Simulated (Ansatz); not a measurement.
NH₄Br (P4/nmm, No. 129; cell taken from a computed entry), treated with r²SCAN-D4 in Ansatz (PAW).

Settings: plane-wave cutoff 500 eV, 8×8×10 k mesh (along the axes of the cell as run), gaussian smearing 0.02 eV, scalar-relativistic PAW data made under PBE.

Cell (relaxed at this level):

```yaml
crystal:
  lattice:
    - [5.69283, 0.00000, 0.00000]
    - [0.00000, 5.69283, 0.00000]
    - [0.00000, 0.00000, 4.05301]
  atoms:
    - { symbol: H, position: [0.00000, 0.85182, 0.85336] }
    - { symbol: H, position: [0.64818, 0.50000, 0.85336] }
    - { symbol: H, position: [0.00000, 0.14818, 0.85336] }
    - { symbol: H, position: [0.35182, 0.50000, 0.85336] }
    - { symbol: H, position: [0.50000, 0.64818, 0.14664] }
    - { symbol: H, position: [0.14818, 0.00000, 0.14664] }
    - { symbol: H, position: [0.50000, 0.35182, 0.14664] }
    - { symbol: H, position: [0.85182, 0.00000, 0.14664] }
    - { symbol: Br, position: [0.00000, 0.50000, 0.53137] }
    - { symbol: Br, position: [0.50000, 0.00000, 0.46863] }
    - { symbol: N, position: [0.00000, 0.00000, 0.00000] }
    - { symbol: N, position: [0.50000, 0.50000, 0.00000] }
```

**Question.** Give the computed band gap.

**Answer.** 
band gap: 4.93 eV (on the SCF k mesh)

Note: the relaxation could not lower the start's symmetry, so the cell can be a saddle point above a distorted one.

Spin–orbit coupling is not included.

Static lattice: no zero-point or thermal effects.

Ansatz is an electronic-structure program.
